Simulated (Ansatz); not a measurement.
# Carrier properties of monolayer As

```xyz
4
Lattice="4.9131 0.0000 0.0000 0.0000 3.7886 0.0000 0.0000 0.0000 18.2807" Properties=species:S:1:pos:R:3 pbc="T T T"
As     2.8430     0.0000    10.3253
As     4.5266     1.8943    10.3253
As     2.0701     0.0000     7.9554
As     0.3864     1.8943     7.9554
```

Level of theory: PBE, rigid bands (plane waves, PAW, scalar-relativistic; Ansatz, a program for electronic structure). Condition of this run: biaxial strain +3 %. Cell: cell and atoms relaxed with PBE, then loaded as said.

The band gap comes out as 0.87 eV and the electron conductivity mass (300 K, dilute) is 0.135 (x), 0.103 (y) mₑ. The effective density of states N_c (300 K) is 2.5e12 cm⁻² and the Seebeck coefficient, n-type 1.8e12 cm⁻², 300 K comes out as -196 μV/K.

Rigid bands; masses and Seebeck coefficients take one relaxation time τ for all states and one kind of carrier; polarons and phonon drag are left out. Spin-orbit coupling is left out.
